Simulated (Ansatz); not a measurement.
## C11b WSi2

Computed with PBE+SOC (Ansatz, a quantum-chemistry and plane-wave program, plane waves, PAW).

Numerical settings: plane-wave cutoff 520 eV, 24×24×24 k mesh, Fermi–Dirac smearing 0.05 eV, PAW data made under PBE.

Cell: relaxed at this level.

| Item | Value |
|---|---|
| equilibrium volume per atom | 13.67 Å³/atom |
| bulk modulus B0 | 216 GPa |
| lattice parameter a | 3.229 Å |
| lattice parameter c | 7.865 Å |
| band gap | none |
| pressure derivative B′ of the bulk modulus | 4.4 |

Measured, for comparison: lattice constant a 3.214 Å, lattice parameter c 7.831 Å (temperature not stated, no zero-point or thermal correction; as tabulated in Pavlosiuk et al. (2022), arXiv:2202.05362). Computed (rounded) less measured: lattice constant a +0.5 %, lattice parameter c +0.4 %.

Note: the bulk modulus comes from volumes at which shape and atoms were relaxed.

Computed values are for the static lattice.

Cost on a shared machine: around 110 core-minutes (rough).
